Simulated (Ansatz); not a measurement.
The parent structure is BN (space group Pm-3n, No. 223; a = 4.4402 Å; a hypothetical phase, not in the database extracts checked). Axes: x, y, z lie along the cube axes.

Level of theory: Ansatz (an electronic-structure program) PBE, no SOC.

The change: an isotropic linear strain of −1.56 %; the atoms relax in the strained cell.

Predict the stress tensor and what it implies for the stiffness.

Stress of the strained cell less that of the base (GPa, compression positive):
```
  15.01    0.00    0.00
   0.00   15.01    0.00
   0.00    0.00   15.01
```

Then B = −ΔP/(ΔV/V₀) with ΔV/V₀ = -0.0461 gives secant stiffness values (nonlinear terms included at this strain): B ≈ 326 GPa.

As a check, the harmonic strain energy −½ V₀ Δσ:ε is 16 meV/atom; the computed energy rise is 15 meV/atom.

No phonon test of stability was made.
